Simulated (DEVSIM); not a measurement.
# abrupt Si n-p junction

System: abrupt Si n-p junction, at 300 K.

| layer (left to right) | material | thickness (μm) | Nd (cm⁻³) | Na (cm⁻³) | τn (s) | τp (s) |
|---|---|---|---|---|---|---|
| 1 | Si | 38.0 | 3e16 | - | 3.6e-5 | 3.6e-5 |
| 2 | Si | 68.0 | - | 1.1e15 | 3.6e-5 | 3.6e-5 |

Left contact: ohmic. Right contact: ohmic. Voltage is applied to the left contact. Recombination: SRH at mid-gap, Auger. Mobility is constant in doping.

Constants are typed, rounded textbook-type inputs, not results; the design itself was drawn at random and stands for no fabricated device. Values at 300 K.

```csv
parameter,Si
gap (eV),1.124
affinity (eV),4.05
permittivity,11.7
Nc (cm⁻³),2.86e19
Nv (cm⁻³),3.1e19
μn (cm²/Vs),1417
μp (cm²/Vs),470
Cn (cm⁶/s),2.8e-31
Cp (cm⁶/s),9.9e-32
```

Model (solved in DEVSIM): 1D drift-diffusion, Boltzmann statistics, complete ionisation; no tunnelling, impact ionisation, image-force lowering or self-heating.

The potential step across the device at zero bias comes out as 0.682 V and the largest field in the device at zero bias is 16000 V/cm. The dark forward voltage at 1 A/cm² is 0.608 V and the dark forward voltage at 100 A/cm² is 0.943 V.

Dark reverse current:

```tsv
V (V)	J (A/cm²)
0.40	9.5e-10
1.00	1.7e-9
2.00	2.7e-9
3.00	3.5e-9
4.00	4.2e-9
6.00	5.3e-9
8.00	6.3e-9
10.00	7.1e-9
13.00	8.3e-9
16.00	9.3e-9
20.00	1.1e-8
```

Small-signal capacitance in reverse bias (quasi-static):

```json
[
 {"V (V)": "0.4", "C (nF/cm²)": "9.27"},
 {"V (V)": "1", "C (nF/cm²)": "7.36"},
 {"V (V)": "2", "C (nF/cm²)": "5.79"},
 {"V (V)": "3", "C (nF/cm²)": "4.93"},
 {"V (V)": "4", "C (nF/cm²)": "4.36"},
 {"V (V)": "6", "C (nF/cm²)": "3.64"},
 {"V (V)": "8", "C (nF/cm²)": "3.19"},
 {"V (V)": "10", "C (nF/cm²)": "2.88"},
 {"V (V)": "13", "C (nF/cm²)": "2.54"},
 {"V (V)": "16", "C (nF/cm²)": "2.30"},
 {"V (V)": "20", "C (nF/cm²)": "2.07"}
]
```
